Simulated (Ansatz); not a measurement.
ScF3 (within 0.1 Å of Pm-3m, No. 221; start mp-10694; cell taken from a computed entry)

Method: PBE0 in Ansatz (plane waves, PAW).

Settings: plane-wave cutoff 500 eV, 6×6×6 k mesh, gaussian smearing 0.02 eV, scalar-relativistic PAW data made under PBE.

Cell (relaxed with r²SCAN):

```
CELL_PARAMETERS angstrom
      2.84962     1.64523     2.32671
     -2.84962     1.64523     2.32671
      0.00000    -3.29046     2.32670
ATOMIC_POSITIONS crystal
  Sc 0.00000 0.00000 0.00000
  F  0.50000 0.00075 0.99925
  F  0.99925 0.50000 0.00075
  F  0.00075 0.99925 0.50000
```

```yaml
band_gap: 9.59 eV (on the SCF k mesh)
```

Note: cell and atoms aren't relaxed at this level (pressure 0.3 GPa).

Static lattice: no zero-point or thermal effects.

It cost roughly 4 core-minutes of CPU time.

A start named mp-… is a Materials Project structure, which need not be a measured phase.

Ansatz is a quantum-chemistry and plane-wave program.
